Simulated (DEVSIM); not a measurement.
System: W/SiO2/p-Ge capacitor, at 300 K.

```csv
layer (left to right),material,thickness (nm),Na (cm⁻³)
1,SiO2,26.0,-
2,Ge,17000,1.2e15
```

Metal gate on the left, work function 4.6 eV. Fixed charge at the semiconductor interface -5.8e10 cm⁻² (in units of +e); no interface traps.

This is a model device: material constants are rounded textbook-type values typed into the input, and sizes, dopings and lifetimes were drawn at random. Values at 300 K; Nc and Nv go as T^1.5, mobilities as T to minus their exponent, the gap by Varshni's rule with the affinity fixed.

```tsv
parameter	SiO2	Ge
gap (eV)	9	0.664
affinity (eV)	0.9	4
permittivity	3.9	16
Nc (cm⁻³)	-	1.04e19
Nv (cm⁻³)	-	6e18
Varshni α (eV/K)	-	0.000477
Varshni β (K)	-	235
```

Simulated with DEVSIM: 1D Poisson equation in equilibrium, Boltzmann statistics, complete ionisation; no quantum confinement or tunnelling. Metal contacts follow the ideal Schottky-Mott rule: no Fermi-level pinning, no interface dipoles.

The temperature was swept, all else fixed.

```json
[
 {"temperature (K)": "250", "minimum of the low-frequency capacitance (μF/cm²)": "0.0214", "threshold voltage (band bending 2φF) (V)": "0.58", "flat-band voltage (V)": "0.16"},
 {"temperature (K)": "300", "minimum of the low-frequency capacitance (μF/cm²)": "0.0283", "threshold voltage (band bending 2φF) (V)": "0.52", "flat-band voltage (V)": "0.23"},
 {"temperature (K)": "350", "minimum of the low-frequency capacitance (μF/cm²)": "0.0434", "threshold voltage (band bending 2φF) (V)": "0.45", "flat-band voltage (V)": "0.29"},
 {"temperature (K)": "400", "minimum of the low-frequency capacitance (μF/cm²)": "0.0680", "threshold voltage (band bending 2φF) (V)": "0.39", "flat-band voltage (V)": "0.33"},
 {"temperature (K)": "450", "minimum of the low-frequency capacitance (μF/cm²)": "0.0888", "threshold voltage (band bending 2φF) (V)": "0.38", "flat-band voltage (V)": "0.35"},
 {"temperature (K)": "500", "minimum of the low-frequency capacitance (μF/cm²)": "0.103", "threshold voltage (band bending 2φF) (V)": "0.38", "flat-band voltage (V)": "0.37"}
]
```

From the first row to the last the minimum of the low-frequency capacitance goes from 0.0214 to 0.103. From the first row to the last the threshold voltage (band bending 2φF) goes from 0.58 to 0.38.
